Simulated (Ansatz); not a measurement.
# Rh₃Tl₂S₂ (R-3m): resistivity and electron-phonon coupling

Given:

```
CELL_PARAMETERS angstrom
      2.81901     1.62756     4.63603
     -2.81901     1.62756     4.63603
      0.00000    -3.25511     4.63603
ATOMIC_POSITIONS crystal
  Tl 0.00000 0.00000 0.00000
  Tl 0.50000 0.50000 0.50000
  Rh 0.50000 0.00000 0.00000
  Rh 0.00000 0.50000 0.00000
  Rh 0.00000 0.00000 0.50000
  S  0.71826 0.71826 0.71826
  S  0.28174 0.28174 0.28174
```

All values below come from PBEsol, DFPT electron-phonon coupling, linearised Boltzmann equation (plane waves, PAW, scalar-relativistic; Ansatz, a first-principles code). How the cell was made: relaxed with this functional, without spin-orbit coupling.

```yaml
resistivity at 300 K: 101 (x), 101 (y), 72 (z) μΩ·cm
resistivity at 77 K: 19.5 (x), 19.5 (y), 13.9 (z) μΩ·cm
electron mean free path at 300 K (weighted by the current that each state carries): 2.4 (x), 2.4 (y), 2.6 (z) nm
electron-phonon coupling λ: 0.71
transport coupling λ_tr: 0.78 (x), 0.78 (y), 0.68 (z)
logarithmic_mean_phonon_energy: 12.2 meV
density of states at the Fermi level: 2.4 states/(eV·spin·cell)
drude_plasma_energy: 2.8 (x), 2.8 (y), 3.2 (z) eV
```

A metal at this level (no band gap). Only scattering by harmonic phonons is included (no impurities, grain boundaries, electron-electron scattering or thermal expansion). Spin-orbit coupling is left out, which matters with elements this heavy. Values near or above 100 μΩ·cm, or paths under about 2 nm, lie near resistivity saturation, where the Boltzmann equation overshoots. The self-energy correction of the phonons between q points moved λ by about 3 %. Halving the electron mesh (20x20x20) moves the resistivity by up to 5 % at 300 K, the mean free path by up to 4 %, the coupling by up to 2 %. Smearing 0.20 eV; phonons on a 3x3x3 q mesh, which this run doesn't test and which matters most at low temperature.

Computed structure with no diffraction record at hand here (it may be known, metastable or hypothetical): Rh3Tl2S2 (R-3m).
